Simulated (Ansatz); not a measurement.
Phonon-limited transport in metals: RuAl (Pm-3m) under several functionals (Ansatz, a quantum-chemistry and plane-wave program, without spin-orbit coupling). The PBE cell:

```
CELL_PARAMETERS angstrom
      3.00388     0.00000     0.00000
      0.00000     3.00388     0.00000
      0.00000     0.00000     3.00388
ATOMIC_POSITIONS crystal
  Al 0.00000 0.00000 0.00000
  Ru 0.50000 0.50000 0.50000
```

```json
[
 {"Functional": "LDA", "cell relaxed with": "LDA", "volume (Å³/atom)": "12.89", "resistivity at 300 K": "6.4 μΩ·cm", "mean free path at 300 K": "9.1 nm", "electron-phonon coupling λ": "0.37", "logarithmic mean phonon energy": "19.4 meV"},
 {"Functional": "PBE", "cell relaxed with": "PBE", "volume (Å³/atom)": "13.55", "resistivity at 300 K": "7.2 μΩ·cm", "mean free path at 300 K": "8.4 nm", "electron-phonon coupling λ": "0.37", "logarithmic mean phonon energy": "18.4 meV"}
]
```

Metals; harmonic phonons alone scatter; means over directions. The mean free path is weighted by the current that each state carries. Halving the electron mesh moves these values by up to 3 %; q meshes are mostly untested. Spin-orbit coupling is left out.
